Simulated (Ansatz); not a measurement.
A computed series for CdSe: pressure series

The reference is CdSe in the zinc blende structure (space group F-43m, No. 216; a = 6.1333 Å).

Cell and atoms are relaxed at each pressure.

Method: Ansatz (a program for electronic structure) r2SCAN, no spin-orbit coupling, earlier PAW set.

```tsv
pressure (GPa)	band gap (eV)
-2	0.94
-1	?
0	1.03
0.3	1.05
0.7	1.06
1.5	1.09
3	1.15
7.5	1.28
10	1.34
```

Problem. Fit E_g = E₀ + αP + βP² to the rows shown and predict the withheld row.

Solution. Least squares on the printed values gives E₀ = 1.03 eV, α = 42.4 meV/GPa, β = -1.2 meV/GPa² (largest residual 0.01 eV); this predicts 0.99 eV, and the run gives 0.99 eV, in agreement.

Load acts through the strain it causes; cell and atoms are relaxed under it. Stability against distortions was not tested. Tetrahedral semiconductors of this kind turn to denser phases somewhere between about 1 and 50 GPa; those were not computed, so compressed cells here can lie past the real transition.
